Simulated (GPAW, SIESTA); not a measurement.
A SIESTA input for a self-consistent single point of BN (F-43m, 2 atoms in the cell) (DFT, GGA PBEsol, numerical atomic orbitals DZP, PseudoDojo PBEsol standard norm-conserving potentials (rewritten from UPF to PSML)):

```
# files in the folder: B.psml N.psml (PseudoDojo PBEsol standard)
SystemName  BN
SystemLabel bn

NumberOfAtoms                2
NumberOfSpecies              2
%block ChemicalSpeciesLabel
  1 5 B
  2 7 N
%endblock ChemicalSpeciesLabel
LatticeConstant              1.0 Ang
%block LatticeVectors
     0.000000000    1.807500000    1.807500000
     1.807500000    0.000000000    1.807500000
     1.807500000    1.807500000    0.000000000
%endblock LatticeVectors
AtomicCoordinatesFormat      Ang
%block AtomicCoordinatesAndAtomicSpecies
     0.000000000    0.000000000    0.000000000  1
     0.903750000    0.903750000    0.903750000  2
%endblock AtomicCoordinatesAndAtomicSpecies

XC.functional                GGA
XC.authors                   PBEsol
PAO.BasisSize                DZP
PAO.EnergyShift              0.005 Ry
MeshCutoff                   300 Ry
%block kgrid.MonkhorstPack
   11   0   0  0.0
    0  11   0  0.0
    0   0  11  0.0
%endblock kgrid.MonkhorstPack
OccupationFunction           FD
ElectronicTemperature        0.01 eV

MaxSCFIterations             150
SCF.Mixer.Method             Pulay
SCF.Mixer.Weight             0.25
SCF.Mixer.History            8
SCF.DM.Tolerance             1.0E-05
Diag.ParallelOverK           true
WriteForces                  true
```

Task: Write the same calculation as an input for GPAW.

Result: One input that does it (others would too):

```python
from ase import Atoms
from ase.units import GPa
from gpaw import GPAW

atoms = Atoms(['B', 'N'],
              cell=[[0.000000, 1.807500, 1.807500],
                    [1.807500, 0.000000, 1.807500],
                    [1.807500, 1.807500, 0.000000]],
              scaled_positions=[[0.000000, 0.000000, 0.000000],
                                [0.250000, 0.250000, 0.250000]],
              pbc=True)

calc = GPAW(mode={'name': 'pw', 'ecut': 950},
            xc='PBEsol',
            kpts=(11, 11, 11),
            occupations={'name': 'fermi-dirac', 'width': 0.01},
            nbands=-4,
            convergence={'density': 1e-05, 'bands': -2},
            symmetry={'symmorphic': False, 'tolerance': 0.0005},
            maxiter=120)

atoms.calc = calc

energy = atoms.get_potential_energy()
print('Energy (eV):', round(energy, 6))
forces = atoms.get_forces()
print('Forces (eV/Ang):')
print(forces.round(5))
stress = atoms.get_stress()
print('Stress (GPa, Voigt):', (stress / GPa).round(4))
```

Basis, cutoffs, solver keys and any potentials are the target program's own. This input uses DFT PBEsol, plane waves, GPAW PAW datasets PBEsol (made by gpaw-setup). Both were run: gap on the mesh 4.470 eV in SIESTA and 4.395 in GPAW.

On SIESTA: the starting cell has typed, rounded lattice constants, without a prior relaxation at this level. Values carry the incompleteness of an atom-centred basis.

On GPAW: the starting cell has typed, rounded lattice constants, without a prior relaxation at this level.
